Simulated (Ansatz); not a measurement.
An Ansatz (a program for electronic structure) input for Mg-slab alone, frozen as in the stack:

Ansatz 0.2 input:
```yaml
crystal:
  lattice:
    - [3.285476785, 0.0, 0.0]
    - [-1.642738393, 2.84530636, 0.0]
    - [0.0, 0.0, 31.94]
  atoms:
    - { symbol: Mg, position: [0.0, 0.0, 0.475676774] }
    - { symbol: Mg, position: [0.666666667, 0.333333333, 0.552287605] }
    - { symbol: Mg, position: [0.0, 0.0, 0.628975662] }
    - { symbol: Mg, position: [0.666666667, 0.333333333, 0.707701777] }
  symmetry: { detect: true }
basis:
  ecutwfc: 500
  ecutrho_ratio: 4
  xc_grid: 4
kpoints:
  mp_grid: { grid: [15, 15, 1] }
hamiltonian:
  xc: r2scan
  dispersion: none
  pseudopotentials: { kind: paw }
scf:
  n_extra_bands: 14
  occupations: { method: fermi_dirac, width: 0.05 }
  convergence: { dr2_threshold: 0.000000001 }
output:
  eigenvalues: true
efield:
  axis: 3
  dipole_correction: true
```

All values below come from r2SCAN (plane waves to 500 eV, PAW; Ansatz). No spin–orbit coupling. Its k-point mesh 15×15×1, Fermi–Dirac width 0.05 eV. A dipole correction is on.

Q: Write the closing report of this run, without the band table and long remarks, to eight decimals at most.

A: 
```
SCF converged after 10 iterations
an eigenvalue changed by more than its tolerance at an iteration that met the thresholds in force, so the SCF went on 2 times, its first undamped step at …
Free energy (F): -7704.811817 eV
Harris-Foulkes:  -7704.811817 eV  (|F-HF|=2.82e-11)
Internal energy: -7704.797145 eV  (E = F + TS)
E sigma→0 (E₀):  -7704.804481 eV
Entropy (-TS):   -0.014672 eV (-3.668 meV/atom)
Fermi energy:    -0.906507 eV
Dipole field:    D = 0.000024 V/Å  (p = 0.000040 e·Å, saw-weighted, corrected)
Work function:   Φ+ = 3.8969 eV   Φ− = 3.8976 eV
Levels:          The Fermi level and band energies are counted from a zero that moves with the ramp; work functions are not
--- Per-component energies (eV) ---
  E_band       = -1750.619409
  E_kinetic    = 295.109272
  E_local      = -46696.762404  (includes V_loc(G=0)·N_el)
  E_nonlocal   = 383.779107
  E_hartree    = 22291.427457
  E_xc         = -103.697796
  E_vxc        = -150.784536  (∫ρ·V_xc dr)
  E_paw        = -1185.728397  (= ΣΔE_a)
  E_vpaw       = -174.849426  (= ΣTr[D̂ρ^β])
  E_aug_tail   = -0.000006  (compensation charges beyond the density's cutoff)
  E_vtau       = 10.032969  (kinetic-family band-sum trace: ∫τ·v_τ [+ j·A + Jᵃ·Aᵃ] dr)
  E_efield     = 0.000000  (sawtooth field / dipole correction)
  E_vefield    = 0.000016  (∫n·V_field dr)
  E_ewald      = 17311.180454
  E_core_change = -0.104833  (= ΣΔE_core)
  E_smearing   = -0.014672  (= −TS)
  E_closure    = 0.000000  (closes the sum)
  Σ components = -7704.811817   (vs F -7704.811817, Δ=0.00e0)
```

Cost: around 60 core-seconds (rough).
